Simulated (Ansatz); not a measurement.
Consider the following.

```
CELL_PARAMETERS angstrom
      0.00000     2.74954     2.89956
      2.74954     0.00000     2.89956
      2.74954     2.74954     0.00000
ATOMIC_POSITIONS crystal
  Ga 0.00000 0.00000 0.00000
  As 0.25000 0.25000 0.25000
```

Method: HSE06, rigid bands (plane waves, PAW, scalar-relativistic; Ansatz, an electronic-structure program). Condition of this run: biaxial stress in (001) of 3.6 GPa (compression positive) (the target of the relaxation). Geometry: cell and atoms relaxed with PBEsol, then loaded as said.

Task: Predict the electron conductivity mass (n e² τ/σ) at 300 K, by direction if it differs.

Result: 0.083 (x), 0.083 (y), 0.087 (z) mₑ.

Task: And the band gap?

Result: 1.53 eV at this level.

Rigid bands, one relaxation time for all states, no polarons. Spin-orbit coupling is left out; where it splits the top of the valence band it changes the hole mass and lowers the gap by about a third of the splitting. Geometry: cell and atoms relaxed with PBEsol.
